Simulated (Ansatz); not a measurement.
**HgTe, response to strain**

Take HgTe in the zinc blende structure (space group F-43m, No. 216; a = 6.510 Å) as the base. Axes: x, y, z lie along the cube axes.

Strains are applied to the cell and any free atomic positions relax; under biaxial strain the out-of-plane vector relaxes too.

Computed with Kohn–Sham DFT with the PBEsol functional, run in Ansatz (a quantum-chemistry and plane-wave program) with PAW and 420 eV plane waves, spin-orbit coupling left out.

Candidates:
(a) biaxial strain −2.64 %, plane normal [001], relaxed out of plane
(b) strain tensor (xx, yy, zz, yz, xz, xy) = (+0.66, −0.33, −1.44, +0.30, +0.82, −0.92) %
(c) isotropic strain +0.98 %

Notes on the quantities. energy relative to the base: free energy F.

Problem. Order them by energy relative to the base, lowest first.

Solution. (b) strain tensor (xx, yy, zz, yz, xz, xy) = (+0.66, −0.33, −1.44, +0.30, +0.82, −0.92) % (+2.4 meV/atom), (c) isotropic strain +0.98 % (+3.8 meV/atom), (a) biaxial strain −2.64 %, plane normal [001], relaxed out of plane (+6.0 meV/atom)

No phonon test of stability was made. All final runs are without spin polarisation.
